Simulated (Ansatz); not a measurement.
Levels about the gap of amorphous Si24O51Y2 (77 atoms in a cell of 1162 Å³, 2.38 g/cm³; zone centre alone, so wide bands show as single levels with stretches between that a denser mesh fills), at the geometry that PBE relaxed, where it gives -1.8 GPa on a denser mesh. The participation number counts the atoms over which a state spreads; weights are charges in smoothed Voronoi cells. The levels come from a single point, so bond lengths are those of that geometry. Method of the levels: PBE, scalar-relativistic without spin-orbit coupling (Ansatz, an electronic-structure program). Sampling: the zone centre alone; Fermi-Dirac width 0.02 eV; no spin polarisation. At PBE the levels at the filled edge of the gap are localised (band-tail or defect states), and the nearest spread-out levels lie 4.9 eV apart at the zone centre.

It comes from a melt-quench run on a machine-learned potential (CHGNet), relaxed afterwards by DFT. O atoms were pushed apart under 1.9 Å during the dynamics, to hinder bonds among them. The hot cell started wider than the set density and was brought back towards it in steps. It is the lowest in DFT energy of 2 quenches. It is a model cell: composition and starting density were chosen by hand, and all elements were melted together. No dispersion term was used. Its density started from a set value of 2.38 and ended at 2.38 g/cm³. The quench (nominally 320 K/ps over its main leg) was far faster than any real one, so the model tends to hold more defects than a real film. Values belong to this one cell and scatter from quench to quench. The volume was held where the preparation left it, at a PBE pressure of -1.8 GPa (tension). Stress components on the final sampling reach 3.2 GPa.

| E - E(highest filled), eV | filling | participation number | largest on | weight O | weight Y | weight Si |
|---|---|---|---|---|---|---|
| -0.38 | filled | 25.7 | O, 2 neighbours | 0.96 | 0.01 | 0.04 |
| -0.33 | filled | 22.1 | O, 2 neighbours | 0.96 | 0.01 | 0.04 |
| -0.31 | filled | 15.4 | O, 2 neighbours | 0.95 | 0.01 | 0.04 |
| -0.20 | filled | 12.9 | O, 2 neighbours | 0.96 | 0.01 | 0.03 |
| -0.17 | filled | 9.3 | O, 2 neighbours | 0.96 | 0.01 | 0.03 |
| -0.16 | filled | 4.4 | O, 2 neighbours | 0.95 | 0.02 | 0.03 |
| 0.00 | filled | 6.3 | O, 2 neighbours | 0.96 | 0.01 | 0.03 |
| 4.56 | empty | 43.5 | Y, 4 neighbours | 0.65 | 0.13 | 0.22 |
| 5.13 | empty | 5.5 | Y, 5 neighbours | 0.36 | 0.58 | 0.06 |
| 5.59 | empty | 6.9 | Y, 4 neighbours | 0.45 | 0.40 | 0.15 |
| 5.82 | empty | 4.6 | Y, 5 neighbours | 0.37 | 0.56 | 0.07 |
| 6.02 | empty | 5.6 | Y, 5 neighbours | 0.43 | 0.44 | 0.13 |
| 6.10 | empty | 4.4 | Y, 4 neighbours | 0.36 | 0.54 | 0.09 |
| 6.29 | empty | 19.5 | Y, 5 neighbours | 0.49 | 0.27 | 0.24 |

Most localised among these is the filled level at -0.16 eV, on a O atom, which has 2 neighbours (Si 1.61 Å, Y 2.13 Å).
